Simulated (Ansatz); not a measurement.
Start from Tl in the hcp (Mg type) structure (space group P6_3/mmc, No. 194; relaxed with 0.1 eV smearing).

```
CELL_PARAMETERS angstrom
      3.47606     0.00000     0.00000
     -1.73803     3.01036     0.00000
      0.00000     0.00000     5.47151
ATOMIC_POSITIONS crystal
  Tl 0.66667 0.33333 0.75000
  Tl 0.33333 0.66667 0.25000
```

Cartesian axes are those of the cell as printed.

Computed with PBEsol/PAW in Ansatz (a first-principles code), no spin-orbit coupling.

Base values:

- Band gap = zero

Modification: tensile biaxial strain of 2.00 % in the plane normal to [001], as in epitaxy on a mismatched substrate; the out-of-plane cell vector and the atoms relax.

**Question.** How does this affect the band gap?

**Answer.** The band gap remains zero.

**Question.** Predict the new in-plane stress.

**Answer.** The mean in-plane stress (compression positive) amounts to -0.9 GPa.

No phonon test of stability was made.
